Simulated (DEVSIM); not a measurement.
System: Si n-i-p diode, at 300 K.

| layer (left to right) | material | thickness (μm) | Nd (cm⁻³) | Na (cm⁻³) | τn (s) | τp (s) |
|---|---|---|---|---|---|---|
| 1 | Si | 0.300 | 1.2e18 | - | 4.4e-7 | 4.4e-7 |
| 2 | Si | 2.10 | - | 9.5e12 | 4.4e-7 | 4.4e-7 |
| 3 | Si | 1.40 | - | 3.8e17 | 4.4e-7 | 4.4e-7 |

Left contact: ohmic. Right contact: ohmic. Voltage is applied to the left contact. Recombination: SRH at mid-gap, radiative, Auger. Gap narrowing is on: ΔEg = 6.92 meV × (l + √(l² + 0.5)), l = ln(N/1.3e17 cm⁻³), shared equally by both band edges. Mobility is μmin + (μ − μmin)/(1 + (N/Nref)^α).

Constants are typed, rounded textbook-type inputs, not results; the design itself was drawn at random and stands for no fabricated device. Values at 300 K.

```csv
parameter,Si
gap (eV),1.124
affinity (eV),4.05
permittivity,11.7
Nc (cm⁻³),2.86e19
Nv (cm⁻³),3.1e19
μn (cm²/Vs),1417
μp (cm²/Vs),470
"μn,min",52
"μp,min",45
"Nref,n",9.7e16
"Nref,p",2.2e17
αn,0.68
αp,0.72
B (cm³/s),4.7e-15
Cn (cm⁶/s),2.8e-31
Cp (cm⁶/s),9.9e-32
```

Model (solved in DEVSIM): 1D drift-diffusion, Boltzmann statistics, complete ionisation; no tunnelling, impact ionisation, image-force lowering or self-heating.

The doping Nd of layer 1 was swept, all else fixed.

```csv
doping Nd of layer 1 (cm^-3),potential step across the device at zero bias (V),dark forward voltage at 1 A/cm² (V),dark forward voltage at 100 A/cm² (V)
3.6e16,0.829,0.581,0.724
1.2e17,0.858,0.610,0.742
3.6e17,0.881,0.629,0.756
1.2e18,0.904,0.644,0.769
3.6e18,0.925,0.652,0.776
1.2e19,0.948,0.656,0.780
```

From the first row to the last the potential step across the device at zero bias goes from 0.829 to 0.948. From the first row to the last the dark forward voltage at 1 A/cm² goes from 0.581 to 0.656.
